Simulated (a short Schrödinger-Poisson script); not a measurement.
MOS inversion layer, Si3N4 on p-type Si(100)

Stack: MOS inversion layer, Si3N4 on p-type Si(100), at 300 K.

```tsv
layer	material	thickness (nm)	Na (cm⁻³)
1	Si3N4	2.9	-
2	Si	230	1e19
```

Constants are typed, rounded textbook-type inputs, not results; the design itself was drawn at random and stands for no fabricated device. Si3N4: permittivity 7.5, conduction-band edge (eV) 1.95, gap (eV) 5.1, electron mass (mₑ) 0.5. Si: permittivity 11.7, conduction-band edge (eV) 0, gap (eV) 1.124, Nv at 300 K (cm⁻³) 3.1e19.

Channel valleys (confinement mass, in-plane density-of-states mass, number): Δ2 0.916, 0.19, 2; Δ4 0.19, 0.417, 4. At the gate the conduction-band edge of layer 1 lies 2.3 eV − eVg above the Fermi level of the channel; the field vanishes at the back. Gaps are held at their typed values at every temperature. Mesh 0.03 nm at interfaces.

Solved with a short Schrödinger-Poisson script written for these runs: 1D Poisson equation in equilibrium, electrons quantum, Hartree (BenDaniel-Duke, 12 states a valley, the channel's in-plane mass for all, wave functions ending at the dielectric), parabolic valleys, classical holes, full ionisation, no traps, pinning or gate leakage.

```tsv
Vg (V)	electrons (cm⁻²)	C (μF/cm²)	Δ2 E0 (meV)	Δ2 E1 (meV)	Δ4 E0 (meV)	Δ4 E1 (meV)
1	3.13e6	0.665	364.5	531.7	518.9	774.2
1.05	1.09e7	0.656	332.1	501.9	488.9	749.2
1.1	3.85e7	0.648	299.5	471.9	458.6	723.7
1.15	1.37e8	0.640	266.7	441.5	428.0	697.8
1.2	4.93e8	0.633	233.6	410.9	397.2	671.6
1.25	1.78e9	0.629	200.4	380.0	366.2	645.0
1.3	6.44e9	0.635	167.1	349.0	335.0	618.2
1.35	2.29e10	0.673	134.2	318.5	304.3	591.5
1.4	7.57e10	0.792	103.2	289.5	275.2	566.3
1.45	2.10e11	1.02	76.3	264.7	250.3	544.6
1.5	4.56e11	1.26	55.5	245.6	231.2	528.0
```

Gate voltages with under 1e6 electrons/cm² are left out.

Subbands count from the Fermi level.
